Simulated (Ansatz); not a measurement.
**Si: pressure series**

The parent structure is Si in the diamond structure (space group Fd-3m, No. 227).

```cif
data_Si2
_chemical_formula_sum 'Si2'
_space_group_name_H-M_alt 'P 1'
_space_group_IT_number 1
_cell_length_a 3.86809
_cell_length_b 3.86809
_cell_length_c 3.86809
_cell_angle_alpha 60.000
_cell_angle_beta 60.000
_cell_angle_gamma 60.000
loop_
_space_group_symop_operation_xyz
  'x, y, z'
loop_
_atom_site_label
_atom_site_type_symbol
_atom_site_fract_x
_atom_site_fract_y
_atom_site_fract_z
_atom_site_occupancy
Si1 Si 0.50000 0.50000 0.50000 1
Si2 Si 0.75000 0.75000 0.75000 1
```

Cell and atoms are relaxed at each pressure.

Method: plane-wave PAW DFT at the PBE level (Ansatz, a first-principles code, 420 eV), no spin-orbit coupling.

Notes on the quantities. enthalpy: H = E + PV relative to the base's energy.

```tsv
variant	enthalpy	lattice parameter a	width of the top valence band
base	–	5.470 Å	3.76 eV
pressure −2 GPa	-0.26 eV/atom	5.513 Å	3.66 eV
pressure −1 GPa	-0.13 eV/atom	5.491 Å	3.71 eV
pressure 0.3 GPa	+0.04 eV/atom	5.464 Å	3.77 eV
pressure 0.7 GPa	+0.09 eV/atom	5.456 Å	3.79 eV
pressure 1.5 GPa	+0.19 eV/atom	5.441 Å	3.83 eV
pressure 3 GPa	+0.38 eV/atom	5.413 Å	3.89 eV
pressure 5 GPa	+0.62 eV/atom	5.379 Å	3.98 eV
pressure 7.5 GPa	+0.92 eV/atom	5.340 Å	4.07 eV
pressure 10 GPa	+1.22 eV/atom	5.304 Å	4.16 eV
```

The levels and masses belong to the bands next to the band gap. Load acts through the strain it causes; cell and atoms are relaxed under it. No phonon test of stability was made. Tetrahedral semiconductors of this kind turn to denser phases somewhere between about 1 and 50 GPa; those were not computed, so compressed cells here can lie past the real transition.
